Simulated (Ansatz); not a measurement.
Cubic perovskite BaHfO3, treated with r²SCAN+rVV10 in Ansatz (PAW).

Settings: plane-wave cutoff 560 eV, 8×8×8 k mesh, Fermi–Dirac smearing 0.01 eV, scalar-relativistic PAW data made under PBE.

Cell (relaxed at this level):

```cif
data_BaHfO3
_chemical_formula_sum 'Ba1 Hf1 O3'
_space_group_name_H-M_alt 'P 1'
_space_group_IT_number 1
_cell_length_a 4.16496
_cell_length_b 4.16496
_cell_length_c 4.16496
_cell_angle_alpha 90.000
_cell_angle_beta 90.000
_cell_angle_gamma 90.000
loop_
_space_group_symop_operation_xyz
  'x, y, z'
loop_
_atom_site_label
_atom_site_type_symbol
_atom_site_fract_x
_atom_site_fract_y
_atom_site_fract_z
_atom_site_occupancy
Ba1 Ba 0.00000 0.00000 0.00000 1
Hf1 Hf 0.50000 0.50000 0.50000 1
O1 O 0.50000 0.00000 0.50000 1
O2 O 0.00000 0.50000 0.50000 1
O3 O 0.50000 0.50000 0.00000 1
```

Q: Give the computed bulk modulus B0, band gap, smallest direct gap on the k points sampled and pressure derivative B′ of the bulk modulus.

A: 
bulk modulus B0: 175 GPa
band gap: 4.19 eV
smallest direct gap on the k points sampled: 4.30 eV
pressure derivative B′ of the bulk modulus: 4.4

Spin–orbit coupling is not included.

Computed values are for the static lattice.

Ansatz is a program for electronic structure.
